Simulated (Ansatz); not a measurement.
GeSe₂ (model structure, started from the fluorite type, Fm-3m, No. 225, 3 atoms in the cell): properties by level of theory

```csv
level (code),equilibrium lattice constant a (Å),formation enthalpy (eV/atom)
PBE (Ansatz),6.601,0.267
PBEsol (Ansatz),6.471,0.234
PBE-D3(BJ) (Ansatz),6.500,0.245
```

Caveats: a distance lies near a switch of the dispersion term, which can move the cell (PBE-D3(BJ)). Ansatz's density-functional and Hartree–Fock values are scalar-relativistic unless marked +SOC, with PAW data made under PBE.

Static lattice: no zero-point or thermal effects.

A model structure was made by putting elements into a prototype or built by hand; it is no filed structure, need not be a known phase, and can be a saddle point held by its symmetry.

Ansatz is a program for electronic structure.
